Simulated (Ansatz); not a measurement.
Take CuAu (space group P4/mmm, No. 123; a = 2.8129 Å, c = 3.5930 Å; relaxed with 0.1 eV smearing) as the base. Axes: x, y, z lie along a, b, c of the conventional cell.

Level of theory: PBEsol (Ansatz, a quantum-chemistry and plane-wave program, PAW, no SOC).

Base values:

| Quantity | Result |
|---|---|
| Pressure | 0.0 GPa |
| Volume per atom | 14.21 Å³ |

It is then changed as follows: biaxial strain +1.00 %, plane normal [001], relaxed out of plane (Cartesian); in-plane vectors clamped, the third vector and the atoms free.

Problem. Predict the new pressure.

Solution. The pressure (mean of the normal stresses, compression positive) goes from zero to -0.4 GPa.

Problem. How does this affect the volume per atom?

Solution. The volume per atom goes up by 0.03 Å³, from 14.21 Å³ to 14.24 Å³.

Whether these cells are dynamically stable was not tested. All final runs are without spin polarisation.
